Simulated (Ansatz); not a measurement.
**cubic HfO2 (0 0 1) on diamond (0 0 1) (film strained to the substrate, faces as cut)**

A periodic stack without vacuum, cubic HfO2 (0 0 1) on diamond (0 0 1) (film strained to the substrate, faces as cut): substrate slab C32, film Hf6O10, surface cells [[0, -1], [2, 1]] and [[1, 0], [1, 1]], film strained by -0.9 and -0.9 %, faces C/C and Hf/Hf as cut (like faces can put a slab off its formula).

The start was prepared with a machine-learned potential, and the result is one local minimum, with the in-plane cell held and forces under 0.04 eV/Å; the film can end far from its bulk form.

Methods: PBE (plane waves to 420 eV, PAW; Ansatz, a quantum-chemistry and plane-wave program); HSE06 (plane waves to 420 eV, PAW; Ansatz). Geometries and values that name no level are of the first. Spin–orbit coupling is left out; PBE gaps are too small against experiment. Its k-point mesh 7×7×1, Fermi–Dirac width 0.05 eV. HSE06 ran on meshes of its own (9×9×9); its edges and gaps are taken over the mesh and over extra points off it, mostly where PBE has its edges.

```
Property                                                                                          Result
-------------------------------------------------------------------------------  -----------------------
interface area                                                                                   12.8 Å²
period                                                                                           29.65 Å
gaps between the outermost planes at the two interfaces                                  1.65 and 1.65 Å
C–Hf contacts across the interfaces within 1.22 times the sum of covalent radii          12, mean 2.58 Å
spin-polarised check at this geometry                                            falls back to no moment
```

```yaml
crystal:
  lattice:
    - [3.57131, -0.00034, -0.04226]
    - [-0.00023, 3.57123, -0.05080]
    - [0.98553, -0.27919, 29.64944]
  atoms:
    - { symbol: C, position: [0.93052, 0.88994, 0.05824] }
    - { symbol: C, position: [0.43218, 0.38853, 0.05855] }
    - { symbol: C, position: [0.13426, 0.18423, 0.03026] }
    - { symbol: C, position: [0.74462, 0.57691, 0.02918] }
    - { symbol: C, position: [0.42027, 0.90249, 0.11993] }
    - { symbol: C, position: [0.92129, 0.40157, 0.11879] }
    - { symbol: C, position: [0.66782, 0.13660, 0.08934] }
    - { symbol: C, position: [0.18481, 0.65455, 0.08930] }
    - { symbol: C, position: [0.91014, 0.91398, 0.17960] }
    - { symbol: C, position: [0.41021, 0.41405, 0.17961] }
    - { symbol: C, position: [0.16466, 0.15890, 0.14954] }
    - { symbol: C, position: [0.66630, 0.65711, 0.14949] }
    - { symbol: C, position: [0.39950, 0.92604, 0.23986] }
    - { symbol: C, position: [0.89960, 0.42593, 0.23981] }
    - { symbol: C, position: [0.65451, 0.16964, 0.20972] }
    - { symbol: C, position: [0.15520, 0.67035, 0.20973] }
    - { symbol: C, position: [0.88859, 0.93756, 0.30006] }
    - { symbol: C, position: [0.38929, 0.43826, 0.30006] }
    - { symbol: C, position: [0.14419, 0.18201, 0.26997] }
    - { symbol: C, position: [0.64429, 0.68189, 0.26993] }
    - { symbol: C, position: [0.37756, 0.95068, 0.36030] }
    - { symbol: C, position: [0.87916, 0.44895, 0.36025] }
    - { symbol: C, position: [0.63359, 0.19382, 0.33018] }
    - { symbol: C, position: [0.13367, 0.69389, 0.33018] }
    - { symbol: C, position: [0.85915, 0.95331, 0.42049] }
    - { symbol: C, position: [0.37590, 0.47093, 0.42045] }
    - { symbol: C, position: [0.12256, 0.20622, 0.39099] }
    - { symbol: C, position: [0.62357, 0.70530, 0.38987] }
    - { symbol: C, position: [0.30014, 0.02973, 0.48061] }
    - { symbol: C, position: [0.90833, 0.42420, 0.47962] }
    - { symbol: C, position: [0.61155, 0.21912, 0.45127] }
    - { symbol: C, position: [0.11327, 0.71751, 0.45153] }
    - { symbol: Hf, position: [0.29585, 0.51732, 0.62281] }
    - { symbol: Hf, position: [0.80493, 0.01020, 0.53630] }
    - { symbol: Hf, position: [0.26804, 0.55515, 0.79892] }
    - { symbol: Hf, position: [0.77893, 0.03737, 0.71078] }
    - { symbol: Hf, position: [0.24165, 0.58914, 0.97339] }
    - { symbol: Hf, position: [0.75142, 0.08172, 0.88689] }
    - { symbol: O, position: [0.79645, 0.50842, 0.57388] }
    - { symbol: O, position: [0.29758, 0.01094, 0.58500] }
    - { symbol: O, position: [0.77556, 0.54444, 0.74689] }
    - { symbol: O, position: [0.27308, 0.04790, 0.76284] }
    - { symbol: O, position: [0.28563, 0.02873, 0.67434] }
    - { symbol: O, position: [0.78767, 0.52561, 0.65959] }
    - { symbol: O, position: [0.74938, 0.58800, 0.92466] }
    - { symbol: O, position: [0.25079, 0.09193, 0.93591] }
    - { symbol: O, position: [0.25951, 0.06622, 0.85018] }
    - { symbol: O, position: [0.76160, 0.56294, 0.83535] }
```
